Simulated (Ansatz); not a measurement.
Results of PBE0 (PAW; Ansatz, a program for electronic structure) for LaLuO3 (model structure, started from the cubic perovskite type, Pm-3m, No. 221, 5 atoms in the cell).

Numerical settings: plane-wave cutoff 460 eV, 6×6×6 k mesh, Fermi–Dirac smearing 0.01 eV, scalar-relativistic PAW data made under PBE.

Cell (relaxed with PBEsol):

```xyz
5
Lattice="4.1927 0.0000 0.0000 0.0000 4.1927 0.0000 0.0000 0.0000 4.1927" Properties=species:S:1:pos:R:3 pbc="T T T"
La     0.0000     0.0000     0.0000
Lu     2.0963     2.0963     2.0963
O      0.0000     2.0963     2.0963
O      2.0963     2.0963     0.0000
O      2.0963     0.0000     2.0963
```

Q: What does this level give for the band gap?

A: 
- band gap: 3.86 eV (on the SCF k mesh)

Note: the relaxation could raise the start's symmetry but not lower it, so the cell can be a saddle point; cell and atoms aren't relaxed at this level (pressure 3.0 GPa).

Spin–orbit coupling is not included.

The computed numbers hold no vibrational or temperature effects.

Cost on a shared machine: roughly 4 core-minutes.

A model structure was made by putting elements into a prototype or built by hand; it is no filed structure, need not be a known phase, and can be a saddle point held by its symmetry.
